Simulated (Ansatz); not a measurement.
Consider Pd in the simple cubic structure (space group Pm-3m, No. 221; a hypothetical phase, not in the database extracts checked; relaxed with 0.1 eV smearing).

```yaml
crystal:
  lattice:
    - [2.61531, 0.00000, 0.00000]
    - [0.00000, 2.61531, 0.00000]
    - [0.00000, 0.00000, 2.61531]
  atoms:
    - { symbol: Pd, position: [0.00000, 0.00000, 0.00000] }
```

Cartesian axes are those of the cell as printed.

Method: PBE (Ansatz, a quantum-chemistry and plane-wave program, PAW, spin-orbit coupling left out).

Perturbation: uniaxial strain ε_xx = +1.41 %, all other strain components held at zero; the atoms relax in the strained cell.

Q: Predict the stress tensor and what it implies for the stiffness.

A: Stress of the strained cell less that of the base (GPa, compression positive):
```
   -3.9     0.0     0.0
    0.0    -0.4     0.0
    0.0     0.0    -0.4
```

Then −Δσ_ii/ε with ε = 0.0141 gives secant stiffness values (nonlinear terms included at this strain): C11 ≈ 274 GPa, C12 ≈ 29 GPa and C13 ≈ 29 GPa.

Stability against distortions was not tested. The final runs are not spin-polarised.
